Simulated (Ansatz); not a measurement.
Here is the system:

End structure of the (20-21) surface of hcp Sc in its 1x1 cell, outermost plane spacing 0.23 Å in the ideal cut:

```xyz
16
Lattice="3.3198 0.0000 0.0000 -1.6599 10.7232 0.0000 0.0000 0.0000 26.0000" Properties=species:S:1:pos:R:3 pbc="T T T"
Sc     1.6599     1.0105     8.1665
Sc     1.6599     9.0445     8.3519
Sc     1.6599     5.9524     9.4688
Sc     0.0000     3.1710     9.8175
Sc     0.0000     0.2234    10.7725
Sc     0.0000     8.1684    10.9716
Sc     0.0000     5.1993    12.1707
Sc     1.6599     2.4587    12.4300
Sc     0.0000    10.1573    13.5700
Sc     1.6599     7.4167    13.8292
Sc     1.6599     4.4476    15.0284
Sc     0.0000     1.6694    15.2275
Sc     1.6599     9.4450    16.1825
Sc     0.0000     6.6636    16.5312
Sc     0.0000     3.5715    17.6481
Sc     1.6599     0.8822    17.8335
```

Model: 16-atom slab, 9.9 Å thick at the start (thin: gaps and levels are the slab's own), 11x4x1 mesh, Fermi-Dirac 0.1 eV, dipole correction, all atoms relaxed; held to the part of the start's symmetry that mesh and held atoms allow; no spin, no spin-orbit, no U.

Predict the work function of the top face from PBE (Ansatz, an electronic-structure program).

3.39 eV

What is the computed surface energy (mean of both faces) (PBE)?

1.23 J/m²
